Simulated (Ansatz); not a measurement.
The parent structure is PbS in the rock salt structure (space group Fm-3m, No. 225; a = 5.903 Å). Axes: x, y, z lie along the cube axes.

The values are results of PBEsol, PAW, 420 eV (Ansatz, an electronic-structure program; spin-orbit coupling left out), not measurements.

Modification: uniaxial strain ε_zz = +1.00 %, all other strain components held at zero, atoms relaxed at fixed cell.

Problem. Predict the stress tensor and what it implies for the stiffness.

Solution. Stress of the strained cell less that of the base (GPa, compression positive):
```
  -0.16    0.00    0.00
   0.00   -0.16    0.00
   0.00    0.00   -1.39
```

Then −Δσ_ii/ε with ε = 0.0100 gives relaxed-ion elastic constants: C33 ≈ 139 GPa.

Whether these cells are dynamically stable was not tested.
